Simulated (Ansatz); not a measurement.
Start from BeS in the zinc blende structure (space group F-43m, No. 216; a = 4.876 Å).

Calculations: Kohn–Sham DFT with the PBE functional, run in Ansatz (an electronic-structure program) with PAW and 420 eV plane waves, no SOC.

Strains are applied to the cell and any free atomic positions relax.

One change was made to it. Results:

| quantity | base | after |
|---|---|---|
| electron mass | 0.84 mₑ along k, 0.29 mₑ across (at X) | 0.81 mₑ along k, 0.28 mₑ across (at X) |
| energy relative to the base (free energy F) | 0 meV/atom | +25 meV/atom |
| band gap | 3.15 eV | 2.97 eV |

Task: What was done to the base?
(A) isotropic strain +3.00 %
(B) isotropic strain −1.00 %
(C) isotropic strain −2.50 %
(D) isotropic strain +2.00 %

Result: C, isotropic strain −2.50 %. For comparison, the band gap in the other runs: isotropic strain +3.00 % gives 3.32 eV; isotropic strain −1.00 % gives 3.08 eV; isotropic strain +2.00 % gives 3.27 eV.

Effective masses come from finite differences of ±0.01 Å⁻¹. Along k means along the line from Γ to the band edge. Stability against distortions was not tested.
